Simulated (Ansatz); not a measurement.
A user runs Ansatz (a program for electronic structure) on Mo₂N (P-62m, 9 atoms in the cell) and asks whether the run is sound. The aim is a self-consistent single point with DFT, PBE, plane waves, default PAW files.

Cell that was meant: a = 5.9899 Å, b = 5.9899 Å, c = 3.5030 Å, α = 90.00°, β = 90.00°, γ = 120.00°.

Part of the input:

Ansatz 0.2 input:
```yaml
basis:
  ecutwfc: 420.0
kpoints:
  mp_grid: { grid: [1, 1, 1] }
hamiltonian:
  xc: pbe
  pseudopotentials: { kind: paw }
```

Output, abridged:

```
   [... lines left out ...]
Bands: 60, of which v1, the nominal top of the filled ones, is band 50 counted from 1 (49 counted from 0)
Symmetry: 12 space group operations
Space group: P-62m (ITA 189), of the structure as read, at distance tolerance 4.8e-5 Å
k-points: 1
Initial density: superposition of atomic densities (neutral atoms: chi_scale 0, normalization atom), corrected by the library's trained network
Initial wavefunctions: pseudopotential atomic-orbital guess
Eigensolver: davidson
Functional: x = pbe(κ = 0.804, μ = 0.2195149727645171), c = pbe(β = 0.06672455060314922)
SCF iter   1: F=—  HF=-30888.463770 eV  |F-HF|=—  |Δ(HF+E_count)|=         —  Δρ=4.26e-2  dr2=1.40e0  ethr=1.77e-3  ⟨swp⟩=5.0  Hψ=195  notcnv=0
all-band conjugate gradients solve this SCF's bands
preconditioner: auto → Resta (q_TF=auto, 2.686 Å⁻¹)
SCF iter   2: F=—  HF=-30888.251806 eV  |F-HF|=—  |Δ(HF+E_count)|=   2.12e-1  S|Δr|=    0.00e0  Δρ=2.33e-2  dr2=3.67e-1  ethr=1.41e-3  ⟨swp⟩=2.0  Hψ=72  notcnv=0  defer=2
   [... lines left out ...]
SCF iter   6: F=—  HF=-30888.181032 eV  |F-HF|=—  |Δ(HF+E_count)|=   1.92e-5  S|Δr|=    0.00e0  Δρ=4.19e-5  dr2=1.79e-6  ethr=5.94e-8  ⟨swp⟩=2.0  Hψ=84  notcnv=0  defer=2
SCF iter   7: F=—  HF=-30888.181031 eV  |F-HF|=—  |Δ(HF+E_count)|=   9.69e-8  S|Δr|=    0.00e0  Δρ=9.50e-6  dr2=1.09e-7  ethr=1.81e-9  ⟨swp⟩=2.0  Hψ=82  notcnv=0  defer=2
SCF iter   8: F=-30888.181031 eV  HF=-30888.181031 eV  |F-HF|=7.42e-10  |Δ(HF+E_count)|=   1.46e-9  S|Δr|=    0.00e0  Δρ=2.32e-6  dr2=5.03e-9  ethr=1.01e-10  ⟨swp⟩=9.0  Hψ=208  notcnv=0
SCF 1 converged in 8 iterations: F = -30888.181031 eV  dr2 = 5.03e-9
Stability not checked (fill_not_monotonic)
Free energy (F): -30888.181031 eV
Internal energy: -30888.125474 eV  (E = F + TS)
E sigma→0 (E₀):  -30888.167142 eV
Entropy (-TS):   -0.055557 eV (-6.173 meV/atom)
Fermi energy:    20.219015 eV
--- Forces (eV/Å), atoms counted from 1 ---
  atom   1  Mo    -2.96941088    -0.00000000     0.00000000
  atom   2  Mo     1.48470544    -2.57158525    -0.00000000
  atom   3  Mo     1.48470544     2.57158525    -0.00000000
   [... lines left out ...]
  atom   9  N      0.00000000     0.00000000    -0.00000000
--- Stress (GPa, compression-positive) ---
      -26.702051      -0.000000      -0.000000
       -0.000000     -26.702051      -0.000000
       -0.000000      -0.000000      30.383242
  P = ⅓ Tr σ = -7.6736 GPa (-76.736 kbar)
  The stress holds the Pulay correction. Without it, at fixed plane waves, as pw.x and ABINIT print it: P = -7.9406 GPa
```

Problem. Can these results be used? Check the input.

Solution. The run is not sound. The fault is a single k-point for a small metallic cell. One k-point cannot sample the Fermi surface of a small cell. To fix it, use a converged k-point mesh. The run converged in 8 iterations without an error; against the sound input the free energy goes down by 645 meV/atom, the pressure goes from -2.33 to -7.67 GPa and the largest force goes from 0.850 to 2.969 eV/Å.

The sound input it was made from differs as follows (other fixes are possible):
```diff
-  mp_grid: { grid: [1, 1, 1] }
+  mp_grid: { grid: [7, 7, 9] }
```

With that input, the run converged in 6 iterations: free energy E − TS (on the zero of these files) -30882.3757 eV; Fermi level (on the code's own zero) 20.75 eV; pressure -2.33 GPa; largest force (vector length) 0.850 eV/Å (DFT, PBE, plane waves, default PAW files).

On the sound input: the starting cell was generated: these elements placed on a structure prototype, without a prior relaxation; it need not be a known phase or ordering of this composition. Its lattice was rescaled by a random factor within 2.5 % of one. Spin polarisation is off; with an odd number of electrons in the cell that forces a metal, and a magnetic state may lie lower. Ansatz's pressure includes its estimate of the finite-basis (Pulay) stress.
